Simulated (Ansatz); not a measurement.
## Worked sum: formation energy of O_i in Zr (hcp, P6₃/mmc)

This concerns the formation energy of O_i in Zr (hcp, P6₃/mmc). Reaction: 36 Zr (hcp) + 1/2 O2 (gas) → cell A.

A: a supercell of 36 sites of Zr (hcp, P6₃/mmc) with O off the lattice sites (6 Zr at 2.27 Å); spin state with PBE: run without spin.

Ansatz (a quantum-chemistry and plane-wave program) with PAW potentials; structures come from PBE relaxations, nuclei static, no net charge. Ansatz runs with its default PAW set. Other levels take these structures. The lattices are those relaxed with PBE, so at other levels the solids can be strained, which adds to the spread. Larger cells are relaxed from a start prepared with the learned potential CHGNet, on a coarser mesh till forces fall under 0.03 eV/Å, which some starts already meet. A dispersion term (D3(BJ), or D4 for r2SCAN) was computed beside these levels and is taken off wherever the name lacks it. Mesh and cell size may move defect energies by 0.1 eV or more. Cell A has symmetry P-3m1 and got no random move, so less symmetric positions, which may lie lower, weren't tried.

Total energies of the cells in eV, at zero smearing width. They compare only within one column; the weights balance every element.

```json
[
 {"cell": "A: Zr:O_i", "atoms": "37", "weight": "+1", "r2SCAN": "-151592.78533", "LDA": "-147346.19454"},
 {"cell": "Zr (hcp)", "atoms": "36", "weight": "−1", "r2SCAN": "-151020.77570", "LDA": "-146787.41946"},
 {"cell": "O2 (gas)", "atoms": "2", "weight": "−1/2", "r2SCAN": "-1131.96020", "LDA": "-1104.69203"}
]
```

r2SCAN: (-151592.78533) − (-151020.77570) − 1/2 × (-1131.96020) = -6.030 eV.

LDA: (-147346.19454) − (-146787.41946) − 1/2 × (-1104.69203) = -6.429 eV.
